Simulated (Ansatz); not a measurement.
The parent structure is KCl in the rock salt structure (space group Fm-3m, No. 225).

```xyz
2
Lattice="0.0000 3.1218 3.1218 3.1218 0.0000 3.1218 3.1218 3.1218 0.0000" Properties=species:S:1:pos:R:3 pbc="T T T"
Cl     0.0000     0.0000     0.0000
K      3.1218     3.1218     3.1218
```

Computed with plane-wave PAW DFT at the PBEsol level (Ansatz, an electronic-structure program, 420 eV), spin-orbit coupling left out.

Base values:

- Band gap = 5.10 eV
- Width of the top valence band = 0.50 eV
- Pressure = 0.0 kbar
- Electron mass = 0.43 mₑ (at Γ)

Perturbation: the cell is scaled by 1.0420 in all directions; the atoms relax in the strained cell.

Task: Predict the new band gap, width of the top valence band, pressure and electron mass.

Result: The band gap decreases by 0.37 eV to 4.73 eV; the width of the top valence band drops by 0.09 eV to 0.41 eV; the pressure goes from zero to -16.8 kbar; the electron mass becomes 0.46 mₑ (at Γ) (base: 0.43 mₑ (at Γ)).

Effective masses come from finite differences of ±0.01 Å⁻¹. Whether these cells are dynamically stable was not tested.
